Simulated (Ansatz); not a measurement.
Levels about the gap of amorphous Ti20O43Sb2 (65 atoms in a cell of 822 Å³, 3.81 g/cm³; zone centre alone, so wide bands show as single levels with stretches between that a denser mesh fills), at the geometry that PBE relaxed, where it gives 1.5 GPa on a denser mesh. The participation number counts the atoms over which a state spreads; weights are charges in smoothed Voronoi cells. The levels come from a single point, so bond lengths are those of that geometry. Method of the levels: PBE, scalar-relativistic without spin-orbit coupling (Ansatz, an electronic-structure program). Sampling: the zone centre alone; Fermi-Dirac width 0.02 eV; no spin polarisation.

It comes from a melt-quench run on a machine-learned potential (CHGNet), relaxed afterwards by DFT. O atoms were pushed apart under 1.9 Å during the dynamics, to hinder bonds among them. The hot cell started wider than the set density and was brought back towards it in steps. It is the lowest in DFT energy of 2 quenches. It is a model cell: composition and starting density were chosen by hand, and all elements were melted together. No dispersion term was used. Its density started from a set value of 3.81 and ended at 3.81 g/cm³. The quench (nominally 360 K/ps over its main leg) was far faster than any real one, so the model tends to hold more defects than a real film. Values belong to this one cell and scatter from quench to quench. The volume was held where the preparation left it and the shape relaxed, at a PBE pressure of 1.5 GPa. Stress components on the final sampling reach 2.4 GPa. On a 2×2×2 Γ-centred mesh force components of up to 0.12 eV/Å stay, since the relaxation ran on the zone centre alone. Cycles of charging lowered its energy after that relaxation.

```
E - E(highest filled), eV  filling  participation number        largest on  weight O  weight Ti  weight Sb
-------------------------  -------  --------------------  ----------------  --------  ---------  ---------
-0.97                       filled                  25.8   O, 2 neighbours      0.93       0.07       0.01
-0.92                       filled                  26.9   O, 2 neighbours      0.90       0.07       0.03
-0.86                       filled                  18.7   O, 2 neighbours      0.92       0.07       0.01
-0.79                       filled                  17.9   O, 2 neighbours      0.92       0.07       0.02
-0.75                       filled                  23.4   O, 2 neighbours      0.88       0.06       0.06
-0.35                       filled                   8.4   O, 3 neighbours      0.80       0.06       0.14
0.00                        filled                   9.6  Sb, 4 neighbours      0.65       0.10       0.25
2.06                         empty                  14.4  Ti, 6 neighbours      0.21       0.79       0.00
2.15                         empty                  12.3  Ti, 5 neighbours      0.19       0.81       0.00
2.21                         empty                  22.1  Ti, 5 neighbours      0.19       0.81       0.01
2.24                         empty                  21.0  Ti, 5 neighbours      0.18       0.81       0.01
2.28                         empty                  12.5  Ti, 5 neighbours      0.20       0.80       0.00
2.32                         empty                  18.5  Ti, 5 neighbours      0.20       0.80       0.00
2.37                         empty                  16.8  Ti, 5 neighbours      0.18       0.82       0.00
```

Most localised among these is the filled level at -0.35 eV, on a O atom, which has 3 neighbours (Sb 1.98 Å, Ti 2.08 Å, Sb 2.30 Å).
